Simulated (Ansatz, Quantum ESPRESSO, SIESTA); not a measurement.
Code comparison for LaSi₂Pt₂ (I4/mmm, 5 atoms in the cell)

Self-consistent single point.

```
La(SiPt)2
1.0
   -2.12046     2.12046     4.90893
    2.12046    -2.12046     4.90893
    2.12046     2.12046    -4.90893
La Si Pt
1 2 2
Direct
  0.00000   0.00000   0.00000
  0.25000   0.75000   0.50000
  0.75000   0.25000   0.50000
  0.63737   0.63737   0.00000
  0.36263   0.36263   0.00000
```

All programs got the same cell, k-point mesh and kind of occupations (in Ansatz's words: kpoints.mp_grid.grid = 9 9 9; scf.occupations.method = gaussian; scf.occupations.width = 0.136 eV); potentials, basis and cutoffs are each program's usual ones.

```
code                                                                                                                                      model  pressure (GPa)  largest force (eV/Å)  k-points       cutoff
----------------  -----------------------------------------------------------------------------------------------------------------------------  --------------  --------------------  --------  -----------
SIESTA            GGA PBEsol, numerical atomic orbitals DZP, PseudoDojo PBEsol standard norm-conserving potentials (rewritten from UPF to PSML)            7.99                 0.409       365  grid 300 Ry
Ansatz                                                                                                          PBEsol, PAW files made with PBE            6.00                 0.263        75       420 eV
Quantum ESPRESSO                                                                           PBEsol, GBRV 1.5 ultrasoft (PBESOL) pseudopotentials            5.55                 0.252        75        40 Ry
```

The spread over the programs that give each value: pressure within 2.44 GPa; largest force within 0.157 eV/Å.

The starting cell comes from a database of computed structures (which also holds hypothetical and non-ambient phases and stackings), without a prior relaxation at this level. Its lattice was rescaled by a random factor within 2.5 % of one. On Ansatz's run: Spin-orbit coupling is off. Spin polarisation is off. In the base run, with a pressure of about 6 GPa the cell is away from its equilibrium volume at this level.

Question: Why do the programs differ, and what cannot be compared?

Answer: Differences of this kind can come from the potentials, where these differ, and from what each basis and cutoff leave unconverged. The valence holds different numbers of electrons (SIESTA 55, Ansatz (an electronic-structure program) 55, Quantum ESPRESSO 51). The zero of total energies and Fermi levels follows the potentials and each program's conventions, so they are not compared here. SIESTA uses small atom-centred bases, whose incompleteness enters pressures, forces and empty levels differently from a plane-wave cutoff. Ansatz's pressure is given at a fixed set of plane waves, as the other plane-wave codes print theirs; with its correction for the finite basis it is 6.03 GPa. The programs reduce the same mesh by symmetry to different extents, which changes the work and not the result. In the pressure, SIESTA (by 2.21) lies more than 1 GPa from the median of the plane-wave programs. In the force vectors, SIESTA (by 0.152) lies more than 0.08 eV/Å from the median of the plane-wave programs.

Left out of this page: ABINIT (stopped by limits of time or memory); FLEUR (not drawn, or without a comparable value).

Keys are those of Ansatz 0.2.
